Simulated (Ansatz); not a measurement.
## Pressure series in BeTe

Base system: BeTe in the zinc blende structure (space group F-43m, No. 216; a = 5.6043 Å).

Cell and atoms are relaxed at each pressure.

Calculations: PBEsol in Ansatz (plane waves to 420 eV, PAW, spin-orbit coupling left out).

Candidates:
(a) pressure 0.9 GPa
(b) pressure −1 GPa
(c) pressure 15 GPa

Before the change:

The smallest direct gap comes out as 3.61 eV.

Order them by smallest direct gap, highest first.

(b) pressure −1 GPa (3.62 eV), (a) pressure 0.9 GPa (3.60 eV), (c) pressure 15 GPa (3.41 eV)

Spin-orbit coupling, missing from the scalar runs, can matter with Te. Load acts through the strain it causes; cell and atoms are relaxed under it. Stability against distortions was not tested. No other phases were tried under pressure.

Ansatz is a first-principles code.
